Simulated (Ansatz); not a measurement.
## TiC in the rock salt structure (space group Fm-3m, No. 225)

```
CELL_PARAMETERS angstrom
      0.00000     2.14666     2.14666
      2.14666     0.00000     2.14666
      2.14666     2.14666     0.00000
ATOMIC_POSITIONS crystal
  Ti 0.00000 0.00000 0.00000
  C  0.50000 0.50000 0.50000
```

The values are results of PBEsol (Ansatz, a quantum-chemistry and plane-wave program, PAW, no spin-orbit coupling), not measurements. Settings: 19×19×19 k-points, 0.05 eV Fermi–Dirac smearing.

| Quantity | Result |
|---|---|
| Volume per atom | 9.89 Å³ |
| Density | 5.03 g/cm³ |
| Band gap | zero |
| Total energy | -1361.210 eV/atom (σ→0; compares only within this code and set-up) |

Stability against distortions was not tested. All final runs are without spin polarisation.
